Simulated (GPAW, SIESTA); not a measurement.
A GPAW input for a self-consistent single point of N₂ (P1, 4 atoms in the cell) (DFT LDA (Perdew-Wang 92), plane waves, GPAW PAW datasets LDA (gpaw-data 1.0.1)):

```python
from ase import Atoms
from ase.units import GPa
from gpaw import GPAW, PW, FermiDirac

atoms = Atoms(['N', 'N', 'N', 'N'],
              cell=[[4.167230, 0.000000, 0.000000],
                    [-2.083615, 3.608927, 0.000000],
                    [0.000000, 0.000000, 7.006000]],
              scaled_positions=[[0.337713, 0.669532, 0.337201],
                                [0.673083, 0.332300, 0.661986],
                                [0.671253, 0.344602, 0.827609],
                                [0.317951, 0.653567, 0.173204]],
              pbc=True)

calc = GPAW(mode=PW(900),
            xc='LDA',
            kpts=(5, 5, 3),
            occupations=FermiDirac(0.0),
            nbands=-8,
            convergence={'bands': -6},
            symmetry={'symmorphic': False, 'tolerance': 0.0005},
            maxiter=100)

atoms.calc = calc

energy = atoms.get_potential_energy()
print('Energy (eV):', round(energy, 6))
forces = atoms.get_forces()
print('Forces (eV/Ang):')
print(forces.round(5))
stress = atoms.get_stress()
print('Stress (GPa, Voigt):', (stress / GPa).round(4))
```

Task: Translate this input to SIESTA.

Result: One input that does it (others would too):

```
# files in the folder: N.psml (PseudoDojo LDA standard)
SystemName  N2
SystemLabel N2

NumberOfAtoms                4
NumberOfSpecies              1
%block ChemicalSpeciesLabel
  1 7 N
%endblock ChemicalSpeciesLabel
LatticeConstant              1.0 Bohr
%block LatticeVectors
     7.874923398    0.000000000    0.000000000
    -3.937461699    6.819883634    0.000000000
     0.000000000    0.000000000   13.239421229
%endblock LatticeVectors
AtomicCoordinatesFormat      Ang
%block AtomicCoordinatesAndAtomicSpecies
     0.012280827    2.416292112    2.362430206  1
     2.112506406    1.199246442    4.637873916  1
     2.079247743    1.243643462    5.798228654  1
    -0.036807059    2.358675593    1.213467224  1
%endblock AtomicCoordinatesAndAtomicSpecies

XC.functional                LDA
XC.authors                   PW92
PAO.BasisSize                DZP
PAO.EnergyShift              0.01 Ry
MeshCutoff                   400 Ry
%block kgrid.MonkhorstPack
    5   0   0  0.0
    0   5   0  0.0
    0   0   3  0.0
%endblock kgrid.MonkhorstPack
OccupationFunction           FD
ElectronicTemperature        10 K

MaxSCFIterations             150
SCF.Mixer.Method             Pulay
SCF.Mixer.Weight             0.2
SCF.Mixer.History            6
SCF.DM.Tolerance             1.0E-04
Diag.ParallelOverK           true
WriteForces                  true
```

Basis, cutoffs, solver keys and any potentials are the target program's own. This input uses DFT, LDA PW92, numerical atomic orbitals DZP, PseudoDojo LDA standard norm-conserving potentials (rewritten from UPF to PSML). LDA parametrisations can differ slightly between programs.

The starting cell comes from a database of computed structures (which also holds hypothetical and non-ambient phases and stackings), without a prior relaxation at this level. For this run, on top of that: atoms moved at random.
